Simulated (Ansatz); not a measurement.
# A computed series for CaCuO2: response to strain

Start from CaCuO₂ (space group Cmmm, No. 65; a cell from a computed database, its experimental status unchecked).

```yaml
crystal:
  lattice:
    - [2.68026, -5.48587, 0.00000]
    - [2.68026, 5.48587, 0.00000]
    - [0.00000, 0.00000, 3.13791]
  atoms:
    - { symbol: Ca, position: [0.13691, 0.86309, 0.50000] }
    - { symbol: Ca, position: [0.86309, 0.13691, 0.50000] }
    - { symbol: Cu, position: [0.62151, 0.37849, 0.00000] }
    - { symbol: Cu, position: [0.37849, 0.62151, 0.00000] }
    - { symbol: O, position: [0.50000, 0.00000, 0.00000] }
    - { symbol: O, position: [0.00000, 0.50000, 0.00000] }
    - { symbol: O, position: [0.75932, 0.75932, 0.00000] }
    - { symbol: O, position: [0.24068, 0.24068, 0.00000] }
```

Cartesian axes are those of the cell as printed.

Strains are applied to the cell and any free atomic positions relax; under biaxial strain the out-of-plane vector relaxes too.

The values are results of plane-wave PAW DFT at the PBEsol level (Ansatz, a program for electronic structure, 420 eV), without spin-orbit coupling, not measurements.

Notes on the quantities. pressure: mean of the normal stresses, compression positive.

```csv
variant,shortest interatomic distance,pressure
base,1.926 Å,0.0 GPa
"biaxial strain −0.49 %, plane normal [001], relaxed out of plane",1.920 Å,…
uniaxial strain ε_xx = −4.51 %,1.897 Å,8.3 GPa
uniaxial strain ε_zz = +0.30 %,1.926 Å,…
```

### Question
Complete the table.

### Answer

- biaxial strain −0.49 %, plane normal [001], relaxed out of plane, pressure: 1.4 GPa
- uniaxial strain ε_zz = +0.30 %, pressure: -0.2 GPa

Stability against distortions was not tested. No Hubbard U is applied and the magnetic state is the run's own (CaCuO2 not spin-polarised); small cells can't hold the antiferromagnetic order that many such compounds have, so gaps and moments can be off. The base started in P2_12_12 and relaxed to Cmmm at this level. All final runs are without spin polarisation.
